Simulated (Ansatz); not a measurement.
## Nb5Si3, pressure series

Take Nb$_{5}$Si$_{3}$ (space group I4/mcm, No. 140) as the base.

```xyz
16
Lattice="-3.2743 3.2743 5.9032 3.2743 -3.2743 5.9032 3.2743 3.2743 -5.9032" Properties=species:S:1:pos:R:3 pbc="T T T"
Nb     2.1866     1.0877    -1.7614
Nb     1.0877     2.1866     7.6646
Nb     2.1866    -1.0877     4.1417
Nb     1.0877     4.3620     1.7614
Nb     1.0877     2.1866     4.1417
Nb     2.1866     1.0877     1.7614
Nb     1.0877     4.3620    -1.7614
Nb     2.1866    -1.0877     7.6646
Nb     0.0000     0.0000     5.9032
Nb     0.0000     0.0000     0.0000
Si     4.1214     0.8471     0.0000
Si    -0.8471     2.4273     5.9032
Si     2.4273     0.8471     5.9032
Si     0.8471     2.4273     0.0000
Si     0.0000     0.0000     8.8547
Si     0.0000     0.0000     2.9516
```

Cell and atoms are relaxed at each pressure.

Method: DFT with PBEsol, PAW potentials and a 420 eV plane-wave cutoff in Ansatz (a quantum-chemistry and plane-wave program), without spin-orbit coupling.

```
pressure (GPa)  volume per atom (Å³/atom)
--------------  -------------------------
-2                                 15.979
-1                                      ?
0                                  15.822
0.3                                15.800
0.7                                15.769
1.5                                15.710
3                                  15.601
5                                  15.462
7.5                                15.296
```

Question: Fit the third-order Birch–Murnaghan form P(V) = (3B₀/2)[(V₀/V)^(7/3) − (V₀/V)^(5/3)]·[1 + (3/4)(B₀′ − 4)((V₀/V)^(2/3) − 1)] (squares taken in P) to the rows shown and predict the withheld row.

Answer: Least squares on the printed values gives V₀ = 15.822 Å³/atom, B₀ = 207 GPa, B₀′ = 4.0; this predicts 15.900 Å³/atom, and the run gives 15.899 Å³/atom, in agreement.

Load acts through the strain it causes; cell and atoms are relaxed under it. Whether these cells are dynamically stable was not tested. No other phases were tried under pressure. The final runs are not spin-polarised.
